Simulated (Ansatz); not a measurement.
# BeSe: energy against strain

BeSe (zinc blende, F-43m, 16.403 Å³/atom at rest) under an equal strain ε in the (001) plane with the normal axis free, as in a coherent film. LDA in Ansatz, a plane-wave DFT program (PAW, default set), 420 eV, 11×11×11 Γ-centred mesh, Fermi-Dirac smearing 0.05 eV; ions are relaxed within the symmetry of each cell.

Here s stands for strain and y for E less E0.

| strain (%) | E less E0 (meV/atom) |
|---|---|
| -1.50 | 3.54 |
| -1.00 | 1.55 |
| -0.50 | 0.38 |
| 0.00 | 0.00 |
| 0.50 | 0.38 |
| 1.00 | 1.49 |
| 1.50 | 3.31 |
| 3.00 | ? |

Taking a parabola for y over the 7 complete rows: Least squares gives y = -0.001 - 0.0579·s + 1.5224·s². Residuals (row less fit): 0.029, -0.029, -0.029, 0.001, 0.029, 0.026, -0.028; standard error 0.035 (degrees of freedom: 4). Twice the quadratic coefficient over the volume, 2 × 1.5224 meV × 10⁴ × 0.1602 / 16.403 Å³, is twice the biaxial elastic modulus of this plane = 297 ± 3 GPa.

### Question
Estimate the missing y (s = 3.00); what did the run itself give?

### Answer
y = -0.001 - 0.0579 × 3.0 + 1.5224 × 3.0² = 13.527 meV/atom. The calculation gives 12.76 meV/atom, 0.767 meV/atom below the prediction (6.0 % of the range of y in the table). The row lies outside the fitted rows, so this is an extrapolation. From the scatter of the fitted rows alone, a prediction at this place has a standard error of 0.133 meV/atom, so the miss is 5.8 times that.

One order more, fitted to all 13 runs of the series, follows each within 0.01, so the miss is the next term of a smooth law. Rows are the converged runs of the series near zero and its far end; series whose fitted rows scatter by over a few per cent of the range, as at a crossing or softening among them, aren't shown in this form. Most that stay on the fit to the last digits aren't either.
